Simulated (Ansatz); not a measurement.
Base system: ZnCu in the CsCl type structure (space group Pm-3m, No. 221; a = 2.9085 Å; relaxed with 0.1 eV smearing). Axes: x, y, z lie along the cube axes.

Computed with PBEsol, PAW, 420 eV (Ansatz, a quantum-chemistry and plane-wave program; no spin-orbit coupling).

It is then changed as follows: uniaxial strain ε_zz = +2.00 %, all other strain components held at zero, atoms relaxed at fixed cell.

### Question
Predict the new energy relative to the base.

### Answer
The energy grows by 2.0 meV/atom.

### Question
What happens to the stress?

### Answer
The stress (xx, yy, zz, yz, xz, xy; compression positive) amounts to (-2.6, -2.6, -2.5, 0.0, 0.0, 0.0) GPa.

Whether these cells are dynamically stable was not tested. All final runs are without spin polarisation.
